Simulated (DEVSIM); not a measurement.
DEVSIM, 1D drift-diffusion, Boltzmann statistics, complete ionisation; no tunnelling, impact ionisation, image-force lowering or self-heating. Band offsets follow the typed affinities; no thermionic-emission limit at abrupt steps, no polarisation charge.

Structure: isotype n-n heterojunction Al0.3Ga0.7As/GaAs, at 400 K.

```csv
layer (left to right),material,thickness (μm),Nd (cm⁻³),τn (s),τp (s)
1,Al0.3Ga0.7As,0.990,1.9e16,6e-10,6e-10
2,GaAs,0.160,2.2e16,6e-10,6e-10
```

Left contact: ohmic. Right contact: ohmic. Voltage is applied to the left contact. Recombination: SRH at mid-gap, radiative. Mobility is constant in doping. Where it depends on doping, it is μmin + (μ − μmin)/(1 + (N/Nref)^α).

This is a model device: material constants are rounded textbook-type values typed into the input, and sizes, dopings and lifetimes were drawn at random. Values at 300 K; Nc and Nv go as T^1.5, mobilities as T to minus their exponent, the gap by Varshni's rule with the affinity fixed. The table also holds parameters that only a changed run uses.

```csv
parameter,Al0.3Ga0.7As,GaAs
gap (eV),1.7981,1.424
affinity (eV),3.833,4.07
permittivity,12.05,12.9
Nc (cm⁻³),6.96e17,4.7e17
Nv (cm⁻³),9e18,9e18
μn (cm²/Vs),3880,8500
μp (cm²/Vs),197,400
"μn,min",500,500
"μp,min",20,20
"Nref,n",6e16,6e16
"Nref,p",1.5e17,1.5e17
αn,0.39,0.39
αp,0.38,0.38
T exponent of μn,2.1,2.1
T exponent of μp,2.2,2.2
B (cm³/s),2e-10,2e-10
Cn (cm⁶/s),1e-30,1e-30
Cp (cm⁶/s),1e-30,1e-30
Varshni α (eV/K),0.000541,0.000541
Varshni β (K),204,204
```

One input was changed, with this effect: potential step across the device at zero bias 0.218 → 0.098 V.

Task: Which change was it?
A) Auger recombination switched on
B) doping-dependent mobility in place of the constant one
C) doping Nd of layer 1 1.9e+16 → 5.7e+14 cm^-3
D) minority lifetime in layer 2 6e-10 → 6e-09 s
E) thickness of layer 2 0.16 → 0.27 μm

Result: C, doping Nd of layer 1 1.9e+16 → 5.7e+14 cm^-3
